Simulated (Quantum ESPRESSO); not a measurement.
Quantum ESPRESSO run on ZnCu (Cm, 2 atoms in the cell): self-consistent single point.

Method: LDA (PZ), PSlibrary PAW (LDA) pseudopotentials (plane waves; Quantum ESPRESSO).

```
CELL_PARAMETERS angstrom
      2.92055     0.00000     0.00000
      0.00000     2.92055     0.00000
      0.00000     0.00000     2.92055
ATOMIC_POSITIONS crystal
  Zn 0.49163 0.49649 0.50838
  Cu 0.00837 0.00351 0.99161
```

Reference input (self-consistent single point, DFT, LDA (PZ), plane waves, PSlibrary PAW (LDA) pseudopotentials): ecutwfc = 55 Ry; ecutrho = 330 Ry; occupations = smearing; smearing = marzari-vanderbilt; degauss = 0.0036749 Ry; potentials = {Zn: Zn.pz-dn-kjpaw_psl.1.0.0.UPF, Cu: Cu.pz-dn-kjpaw_psl.1.0.0.UPF}; K_POINTS = automatic 9 9 9 1 1 1; conv_thr = 1e-09 Ry; mixing_beta = 0.4. This run's input differs from it in these lines:

```diff
@@ -16,3 +16,3 @@
   smearing = 'marzari-vanderbilt'
-  degauss = 0.0036749
+  degauss = 0.0147
 /
```

Log, with long lists cut:

```
     Self-consistent Calculation

     iteration #  1     ecut=    55.00 Ry     beta= 0.40

     Threshold (ethr) on eigenvalues was too large:
     Diagonalizing with lowered threshold

     total energy              =    -446.34354849 Ry
     estimated scf accuracy    <       0.08870386 Ry

     iteration #  2     ecut=    55.00 Ry     beta= 0.40

     total energy              =    -446.36661407 Ry
     estimated scf accuracy    <       0.10494130 Ry

     iteration #  3     ecut=    55.00 Ry     beta= 0.40

     total energy              =    -446.37999477 Ry
     estimated scf accuracy    <       0.00101440 Ry

   [... 5 blocks of this kind left out ...]

     iteration #  9     ecut=    55.00 Ry     beta= 0.40

     total energy              =    -446.38015248 Ry
     estimated scf accuracy    <       0.00000001 Ry

     iteration # 10     ecut=    55.00 Ry     beta= 0.40
     End of self-consistent calculation

     Number of k-points >= 100: set verbosity='high' to print the bands.

     the Fermi energy is    12.5930 ev

!    total energy              =    -446.38015249 Ry
     estimated scf accuracy    <          8.3E-10 Ry
     smearing contrib. (-TS)   =      -0.00024759 Ry
     internal energy E=F+TS    =    -446.37990490 Ry

     convergence has been achieved in  10 iterations

     Forces acting on atoms (cartesian axes, Ry/au):

     atom    1 type  1   force =     0.00814668    0.00344771   -0.00816204
     atom    2 type  2   force =    -0.00814668   -0.00344771    0.00816204

     Total force =     0.017022     Total SCF correction =     0.000012

          total   stress  (Ry/bohr**3)                   (kbar)     P=      -80.93
  -0.00055239   0.00000857  -0.00002026          -81.26        1.26       -2.98
   0.00000857  -0.00054571  -0.00000858            1.26      -80.28       -1.26
  -0.00002026  -0.00000858  -0.00055242           -2.98       -1.26      -81.26

   JOB DONE.
```

The run converged in 10 iterations. Against the reference run the free energy stays essentially unchanged (within 1 meV/atom), the pressure moves little (-8.03 to -8.09 GPa) and the largest force goes from 0.285 to 0.309 eV/Å.

The starting cell comes from a database of computed structures (which also holds hypothetical and non-ambient phases and stackings), without a prior relaxation at this level. Its atoms were displaced at random from the sites of space group no. 221. Spin polarisation is off. With a pressure of about -8 GPa the cell is away from its equilibrium volume at this level.

Cost on one core of a shared machine: roughly 90 s.
